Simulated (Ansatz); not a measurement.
An Ansatz (a program for electronic structure) run: hypothetical CsCl type BiSb with a change (uniaxial strain ε_xx = −1.14 %); plane-wave PAW DFT at the PBE level (Ansatz, 420 eV), without spin-orbit coupling.

Input:

Ansatz 0.2 input:
```yaml
crystal:
  lattice:
    - [3.8500482634, 0, 0]
    - [0, 3.8944449357, 0]
    - [0, 0, 3.8944449357]
  atoms:
    - { symbol: Bi, position: [0, 0, 0] }
    - { symbol: Sb, position: [0.5, 0.5, 0.5] }
basis: { ecutwfc: 420, ecutrho_ratio: 4, xc_grid: 2, fft_grid_basis: typed }
kpoints: { mp_grid: { grid: [15, 15, 15] } }
hamiltonian:
  xc: pbe
  dispersion: none
  pseudopotentials: { kind: paw }
scf: { occupations: { method: fermi_dirac, width: 0.1 }, convergence: { dr2_threshold: 0.0000000002 } }
relax: { f_tol: 0.005, max_steps: 50 }
output: { forces: true, stress: true }
checkpoint: { write: state.ck, write_every: 1000 }
```

Output (explanatory and most iteration lines left out):

```
Relaxation: its limit of steps is 50 (relax.max_steps)
Pseudopotential: Bi, paw, valence charge 15
Pseudopotential: Sb, paw, valence charge 15
Crystal: 2 atoms, lattice volume = 58.393 Å³
Basis set: ecut = 420 eV, 1157 PW (Γ), exchange–correlation on 54×54×54 points (8 copies of the dense FFT grid, shifted against one another)
Bands: 19, of which v1, the nominal top of the filled ones, is band 15 counted from 1 (14 counted from 0)
Symmetry: 16 space group operations
Space group: P4/mmm (ITA 123), of the structure as read, at distance tolerance 3.9e-5 Å
k-points: 288 of 3375
Functional: x = pbe(κ = 0.804, μ = 0.2195149727645171), c = pbe(β = 0.06672455060314922)
SCF iter   1: F=—  HF=-18880.698904 eV  |F-HF|=—  |Δ(HF+E_count)|=         —  Δρ=9.74e-4  dr2=7.48e-4  ethr=1.77e-3  ⟨swp⟩=5.7  Hψ=26625  notcnv=0
SCF iter   2: F=—  HF=-18880.697279 eV  |F-HF|=—  |Δ(HF+E_count)|=   1.63e-3  Δρ=5.70e-4  dr2=2.20e-4  ethr=2.49e-6  ⟨swp⟩=2.3  Hψ=12112  notcnv=0
SCF 1 converged in 8 iterations: F = -18880.697314 eV  dr2 = 8.87e-11
relax step   1: F+E_penalty+E_count = -18880.69731388 eV  Δ(F+E_penalty+E_count) = +0.000e0 eV  max|allowed force component| = 5.049e-29 eV/Å  Δτ_max = 0.0000 Å  (8 SCF iters, accepted)
SCF converged after 8 iterations
Free energy (F): -18880.697314 eV
Internal energy: -18880.653821 eV  (E = F + TS)
E sigma→0 (E₀):  -18880.675568 eV
Entropy (-TS):   -0.043493 eV (-21.746 meV/atom)
Fermi energy:    11.556544 eV
--- Forces (eV/Å), atoms counted from 1 ---
  atom   1  Bi     0.00000000     0.00000000     0.00000000
  atom   2  Sb    -0.00000000     0.00000000     0.00000000
--- Stress (GPa, compression-positive) ---
        0.798120       0.000000       0.000000
        0.000000       0.586049       0.000000
        0.000000       0.000000       0.586049
  P = ⅓ Tr σ = 0.6567 GPa (6.567 kbar)
--- Relaxed structure (1 steps of the walk, 1 accepted, 0 SCFs on fresh bases) ---
  atoms:
    - { symbol: Bi, position: [0.0, 0.0, 0.0] }
    - { symbol: Sb, position: [0.5, 0.4999999999999999, 0.4999999999999999] }
```

Whether these cells are dynamically stable was not tested. The final runs are not spin-polarised. The cell was made from BiSb in the CsCl type structure (space group Pm-3m, No. 221; a hypothetical phase, not in the database extracts checked) by this change: uniaxial strain ε_xx = −1.14 %.
